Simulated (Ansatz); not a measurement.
# One base run on TiH₂ (Pnnm, 6 atoms in the cell) and variants with one or two settings moved

```xyz
6
Lattice="3.6598 0.0000 0.0000 0.0000 4.4668 0.0000 0.0000 0.0000 2.7885" Properties=species:S:1:pos:R:3 pbc="T T T"
Ti     0.0000     0.0000     0.0000
Ti     1.8299     2.2334     1.3942
H      0.7334     1.6916     0.0000
H      2.5633     0.5418     1.3942
H      1.0965     3.9249     1.3942
H      2.9264     2.7752     0.0000
```

Base run A: PBE run with Ansatz (a quantum-chemistry and plane-wave program), self-consistent single point.

Its settings: kpoints.mp_grid.grid = 5 4 6; hamiltonian.xc = pbe; hamiltonian.pseudopotentials = {kind: paw} (the program's default PAW files); scf.occupations.method = gaussian; scf.occupations.width = 0.2 eV.

The starting cell was generated: these elements placed on a structure prototype, without a prior relaxation; it need not be a known phase or ordering of this composition. Spin polarisation is off. In the base run, with a pressure of about 6 GPa the cell is away from its equilibrium volume at this level. Ansatz's pressure includes its estimate of the finite-basis (Pulay) stress. Without a gap this mesh is coarse (it stands for a supercell whose shortest vector is 17 Å).

ΔF is the free energy per atom less that of run A. A dash stands where there is no value to compare (another energy zero or no entropy term, no result, no spin, no clean gap, or a mesh too coarse for one). Total energies depend on the potentials, the functional and any Hubbard or dispersion term, so they are compared only between runs that share all of them.

Run A gave: pressure (GPa) 5.81; largest force (eV/Å) 0.395.

Runs:
- B: kpoints.mp_grid.grid: 5 4 6 → 5 4 7; scf.occupations.width: 0.2 eV → 0.3 eV
- C: hamiltonian.xc: pbe → pbesol [PBEsol]
- D: scf.convergence.dr2_threshold: default (1e-07 eV) → 1e-12 eV
- E: parallel starting moments (0.25 0.25 0 0 0 0 μB); magnetization.spin_polarized: default → true
- F: scf.occupations.method: gaussian → methfessel_paxton; scf.occupations.width: 0.2 eV → 0.3 eV
- G: scf.self_checks: default → high
- H: scf.mixing.preconditioner: default (the program chose Kerker) → kerker_dos
- I: scf.mixing.algorithm: default (the program chose MSR1) → anderson; scf.mixing.beta: default → 0.7

**Question.** What does run C change against A?

**Answer.** The pressure goes from 5.81 to 1.55 GPa and the largest force goes from 0.395 to 0.380 eV/Å.

**Question.** What does run F change against A?

**Answer.** The free energy goes up by 3.7 meV/atom, the pressure goes from 5.81 to 5.70 GPa and the largest force moves little (0.395 to 0.394 eV/Å).

| run | ΔF (meV/atom) | pressure (GPa) | largest force (eV/Å) |
|---|---|---|---|
| A | 0.00 | 5.81 | 0.395 |
| B | -3.3 | 5.90 | 0.405 |
| C | – | 1.55 | 0.380 |
| D | 0.00 | 5.81 | 0.395 |
| E | 0.00 | 5.81 | 0.395 |
| F | 3.7 | 5.70 | 0.394 |
| G | 0.00 | 5.81 | 0.395 |
| H | 0.00 | 5.81 | 0.395 |
| I | 0.00 | 5.81 | 0.395 |

Keys are those of Ansatz 0.2.
